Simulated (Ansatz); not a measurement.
Al₂Cu (I4/mcm, No. 140) was calculated with revPBE in Ansatz (PAW).

Numerical settings: plane-wave cutoff 520 eV, 14×14×14 k mesh, Fermi–Dirac smearing 0.05 eV, no spin polarisation, scalar-relativistic PAW data made under PBE.

Energies at three volumes about the minimum:

| V (Å³/atom) | E − E_lowest (meV/atom) |
|---|---|
| 14.872 | 1.89 |
| 15.176 | 0.00 |
| 15.479 | 1.74 |

Question: Fit a parabola by hand: where is the minimum, and what is the bulk modulus?

Answer: Slopes: (0.00 − 1.89)/(15.176 − 14.872) = -6.217 and (1.74 − 0.00)/(15.479 − 15.176) = 5.743 meV/Å³. Curvature E″ = 2 × (5.743 − (-6.217))/(15.479 − 14.872) = 39.407 meV/Å⁶. From the middle of the first interval, the slope vanishes at V0 = 15.0240 − (-6.217)/39.407 = 15.182 Å³/atom. B = V0 E″ = 15.182 × 39.407 meV/Å³ × 0.1602 GPa per meV/Å³ = 95.9 GPa. The full Birch–Murnaghan fit to all volumes gives V0 = 15.176 Å³/atom and B0 = 95.6 GPa.

Shape and atoms are relaxed at each volume.

Note: the bulk modulus comes from volumes at which shape and atoms were relaxed.

Ansatz is a first-principles code.
